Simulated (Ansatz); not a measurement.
# HfS2: response to strain

Base system: HfS₂ in the CdI2 type structure (space group P-3m1, No. 164; layered, stacked along the Cartesian z axis).

```yaml
crystal:
  lattice:
    - [3.54747, 0.00000, 0.00000]
    - [-1.77373, 3.07220, 0.00000]
    - [0.00000, 0.00000, 5.57685]
  atoms:
    - { symbol: Hf, position: [0.00000, 0.00000, 0.00000] }
    - { symbol: S, position: [0.66667, 0.33333, 0.26190] }
    - { symbol: S, position: [0.33333, 0.66667, 0.73810] }
```

Cartesian axes are those of the cell as printed.

Strains are applied to the cell and any free atomic positions relax; under biaxial strain the out-of-plane vector relaxes too.

Level of theory: PBEsol-D3(BJ) in Ansatz (plane waves to 420 eV, PAW, spin-orbit coupling left out).

Candidates:
(a) biaxial strain +1.50 %, plane normal [001], relaxed out of plane
(b) biaxial strain +1.00 %, plane normal [001], relaxed out of plane
(c) biaxial strain −3.00 %, plane normal [001], relaxed out of plane

Order them by out-of-plane strain, lowest first.

(a) biaxial strain +1.50 %, plane normal [001], relaxed out of plane (-0.55 %), (b) biaxial strain +1.00 %, plane normal [001], relaxed out of plane (-0.36 %), (c) biaxial strain −3.00 %, plane normal [001], relaxed out of plane (+0.86 %)

No phonon test of stability was made.

Ansatz is a first-principles code.
